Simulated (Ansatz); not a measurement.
Effect of uniaxial strain ε_zz = −2.50 % on Al

Start from Al in the fcc (Cu type) structure (space group Fm-3m, No. 225; a = 3.994 Å; relaxed with 0.1 eV smearing). Axes: x, y, z lie along the cube axes.

Perturbation: uniaxial strain ε_zz = −2.50 %, all other strain components held at zero; the atoms relax in the strained cell.

All numbers come from Ansatz (a first-principles code), r2SCAN, PAW, cutoff 500 eV, no spin-orbit coupling. k-mesh 28×28×28 (Γ-centred); smearing 0.1 eV (Fermi–Dirac).

Volume per atom: 15.53 Å³ (base 15.92 Å³)
Shortest interatomic distance: 5.270 bohr (base 5.336 bohr)
Energy relative to the base (free energy F): +4.5 meV/atom
Pressure (mean of the normal stresses, compression positive): 2.5 GPa (base 0.0 GPa)
Band gap: zero (base zero)
Stress (xx, yy, zz, yz, xz, xy; compression positive): (1.9, 1.9, 3.8, 0.0, 0.0, 0.0) GPa

Final structure:

```
CELL_PARAMETERS angstrom
      0.00000     1.99683     1.94691
      1.99683     0.00000     1.94691
      1.99683     1.99683     0.00000
ATOMIC_POSITIONS crystal
  Al 0.00000 0.00000 0.00000
```

No phonon test of stability was made.
